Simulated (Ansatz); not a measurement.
AlBiO3: response to strain

The parent structure is AlBiO3 in the cubic perovskite structure (space group Pm-3m, No. 221; a = 3.7535 Å; a cell from a computed database, its experimental status unchecked). Axes: x, y, z lie along the cube axes.

Strains are applied to the cell and any free atomic positions relax.

Levels (all Ansatz, an electronic-structure program, PAW): PBEsol (420 eV, no spin-orbit coupling); HSE06 (420 eV, no SOC).

Band gaps by level, all at the geometries relaxed with PBEsol:

```json
[
 {"case": "base", "PBEsol": "1.54 eV", "HSE06": "2.82 eV"},
 {"case": "isotropic strain −3.17 %", "PBEsol": "1.91 eV", "HSE06": "3.02 eV"},
 {"case": "uniaxial strain ε_yy = +4.77 %", "PBEsol": "0.98 eV", "HSE06": "2.22 eV"},
 {"case": "uniaxial strain ε_zz = +4.00 %", "PBEsol": "1.06 eV", "HSE06": "2.31 eV"},
 {"case": "strain tensor (xx, yy, zz, yz, xz, xy) = (+2.19, +0.50, −0.93, −0.87, +0.72, −0.87) %", "PBEsol": "1.18 eV", "HSE06": "2.44 eV"}
]
```

Single points use the geometry relaxed with PBEsol. The hybrid gap comes from the SCF mesh plus the semilocal run's edge points and a few special points and is an upper bound. Spin-orbit coupling, missing from the scalar runs, can matter with Bi. No phonon test of stability was made. Many cubic perovskites are stable only at high temperature; tilts and polar distortions were not tested.
